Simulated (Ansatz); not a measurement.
```
CELL_PARAMETERS angstrom
      3.08533     0.00000     0.00000
     -1.54267     2.67198     0.00000
      0.00000     0.00000    11.45606
ATOMIC_POSITIONS crystal
  Mo 0.33333 0.66667 0.25000
  Mo 0.66667 0.33333 0.75000
  S  0.33333 0.66667 0.61332
  S  0.66667 0.33333 0.11332
  S  0.66667 0.33333 0.38668
  S  0.33333 0.66667 0.88668
```

A single point on MoS2 with a change (pressure 3 GPa), its geometry relaxed with PBEsol-D3(BJ).

Calculations: DFT with PBEsol, PAW potentials and a 420 eV plane-wave cutoff in Ansatz (a program for electronic structure), noncollinear with spin-orbit coupling. Settings: 12×12×3 k-points, 0.05 eV Fermi–Dirac smearing.

Problem. Predict the valence-band top at Γ and gap character.

Solution. 
* **Valence-band top at Γ (three highest Kramers pairs, from the VBM)**: 0.00, -0.84, -1.79 eV
* **Gap character**: indirect, Γ → K–Γ (44 % along)

Single points use the geometry relaxed with PBEsol-D3(BJ). Load acts through the strain it causes; cell and atoms are relaxed under it. No phonon test of stability was made. The cell was made from MoS2 in the 2H-MoS2 type structure (space group P6_3/mmc, No. 194; layered, stacked along the Cartesian z axis) by this change: pressure 3 GPa.
